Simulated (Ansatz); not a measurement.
The reference is Al in the fcc (Cu type) structure (space group Fm-3m, No. 225; a = 4.015 Å; relaxed with 0.1 eV smearing). Axes: x, y, z lie along the cube axes.

The values are results of Ansatz (a program for electronic structure) PBEsol, spin-orbit coupling left out, not measurements.

For the base:

The pressure is 0.0 GPa. The shortest interatomic distance is 2.839 Å.

Now apply this change: tensor shear ε_xy = +0.86 % (engineering shear γ = 0.0172), atoms relaxed at fixed cell.

Question: How does this affect the energy relative to the base?

Answer: The energy grows by 0.5 meV/atom.

Question: What does the calculation give for the pressure after the change?

Answer: The pressure (mean of the normal stresses, compression positive) stays 0.0 GPa.

Question: What happens to the shortest interatomic distance?

Answer: The shortest interatomic distance decreases by 0.024 Å to 2.815 Å.

The cells carry an imposed strain or load. Whether these cells are dynamically stable was not tested.
